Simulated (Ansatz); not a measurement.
Structures of equal composition on the (111) surface of fcc Ni, ferromagnetic: a layer of Al in place of the second plane; a layer of Al in place of the third plane. The slabs share one bottom face, and each structure is named by its start. These are constructed structures in small cells; real faces may alloy, dewet or reconstruct in larger ones, and not all known structures of the face are among them. Slabs of about 10 Å with all that they carry, Fermi-Dirac smearing of 0.1 eV. Bottom of the slabs: a bare face, its two planes held. Relaxed from the named starts with such symmetry as they have, on meshes of like density; energies extrapolated to zero smearing; no spin-orbit coupling, no U. Spin-polarised runs, if any, are marked in brackets, and their order is one that fits the cell; the others ran without spin. Where a second, spin-polarised start was run, the lower counts.

All values below come from PBE (plane waves to 420 eV, PAW; Ansatz, a program for electronic structure).

Task: Order them by energy per 1x1 cell (lowest first) at the level PBE.

Result: a layer of Al in place of the second plane (0.000 eV [spin, 2.2 μB a cell]), a layer of Al in place of the third plane (0.129 eV [spin, 2.2 μB a cell])
